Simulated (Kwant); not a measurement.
System: wire with a side stub in a InAs two-dimensional gas. Effective mass 0.023 mₑ, grid spacing 5 nm, hard walls, nominal width 100 nm (19 grid rows, so walls 100 nm apart), one parabolic valley, scattering region 300 nm long along x; energies count from the band bottom; Fermi energy swept from 0.0013079 to 0.015532 eV. Closed stub on one side, 85 nm wide and 180 nm deep.

The device is made up for the run: typed textbook-type constants, with dimensions and the other settings drawn at random.

Kwant, effective-mass tight-binding model on a square grid, one spin, coherent transport at 0 K. Conductance is in e²/h.

Question: How many channels do the leads carry at E = 8.96, 11.6 meV?

Answer: The hard-wall thresholds are n² ħ²π²/(2mW²) = n² × 1.63 meV with W = 100 nm. √(8.96/1.63) = 2.34, so 2. √(11.6/1.63) = 2.66, so 2.
